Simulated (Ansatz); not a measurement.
# A computed series for Si: pressure series

The reference is Si in the diamond structure (space group Fd-3m, No. 227; a = 5.4442 Å).

Cell and atoms are relaxed at each pressure.

The values are results of plane-wave PAW DFT at the r2SCAN level (Ansatz, an electronic-structure program, 500 eV), spin-orbit coupling left out, not measurements.

Two rows of this table had their results exchanged by mistake.

```csv
pressure,volume per atom (Å³),shortest distance (Å),band gap
pressure −2 GPa,20.61,2.374,0.81 eV
pressure −1 GPa,20.38,2.366,0.79 eV
pressure 3 GPa,19.59,2.335,0.72 eV
pressure 7 GPa,18.93,2.308,0.66 eV
pressure 15 GPa,13.03,2.038,zero
pressure 30 GPa,16.45,2.202,0.34 eV
pressure 50 GPa,15.12,2.141,0.11 eV
pressure 75 GPa,13.92,2.083,zero
pressure 100 GPa,17.88,2.265,0.54 eV
```

Q: Which two?

A: The rows for pressure 15 GPa and pressure 100 GPa: the volume has to fall steadily with pressure, so 17.88 Å³ belongs to pressure 15 GPa and 13.03 Å³ to pressure 100 GPa.

A case with no gap was solved on a k-mesh chosen for an insulator, which is coarse for it. Load acts through the strain it causes; cell and atoms are relaxed under it. No phonon test of stability was made. Measured, Si leaves this structure (for the β-tin structure) near 12 GPa (room temperature; as listed in arXiv:1906.07825). The zero or small gap of Si under pressure 50 GPa and Si under pressure 75 GPa can change with the level of theory.
